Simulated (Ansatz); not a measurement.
Start from SiS₂ (space group I-42d, No. 122; a = 5.556 Å, c = 8.694 Å).

Method: Ansatz (a quantum-chemistry and plane-wave program) r2SCAN, no spin-orbit coupling, earlier PAW set.

One change was made to it. Results:

The band gap falls by 0.47 eV (3.54 eV → 3.07 eV); the width of the top valence band drops by 0.02 eV to 0.61 eV; the smallest direct gap decreases by 0.50 eV (3.70 eV → 3.20 eV); the shortest interatomic distance drops by 0.026 bohr (4.041 bohr → 4.015 bohr).

### Question
What was done to the base?
A. pressure 1.5 GPa
B. pressure 3 GPa
C. pressure 7.5 GPa

### Answer
B, pressure 3 GPa. For comparison, the band gap in the other runs: pressure 7.5 GPa gives 2.64 eV; pressure 1.5 GPa gives 3.30 eV.

Load acts through the strain it causes; cell and atoms are relaxed under it. No phonon test of stability was made. No other phases were tried under pressure.
